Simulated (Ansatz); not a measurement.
# As (model structure, started from the bcc type, Im-3m, No. 229, 1 atoms in the cell): properties by level of theory

```tsv
level (code)	lattice parameter a (Å)	cohesive energy (eV/atom)
PBE (Ansatz)	[?]	[?]
PBE-D3(BJ) (Ansatz)	[?]	[?]
r²SCAN (Ansatz)	[?]	2.25
r²SCAN+rVV10 (Ansatz)	[?]	2.50
```

Problem. Fill in the missing entries.

Solution. 
- PBE (Ansatz, an electronic-structure program), lattice parameter a (Å): 3.364
- PBE (Ansatz), cohesive energy (eV/atom): 2.53
- PBE-D3(BJ) (Ansatz), lattice parameter a (Å): 3.312
- PBE-D3(BJ) (Ansatz), cohesive energy (eV/atom): 3.01
- r²SCAN (Ansatz), lattice parameter a (Å): 3.351
- r²SCAN+rVV10 (Ansatz), lattice parameter a (Å): 3.339

Ansatz's density-functional and Hartree–Fock values are scalar-relativistic unless marked +SOC, with PAW data made under PBE.

Free atoms are spin-polarised, in the lowest state found; at levels without +SOC their spin–orbit coupling is left out.

Computed values are for the static lattice.

A model structure was made by putting elements into a prototype or built by hand; it is no filed structure, need not be a known phase, and can be a saddle point held by its symmetry.
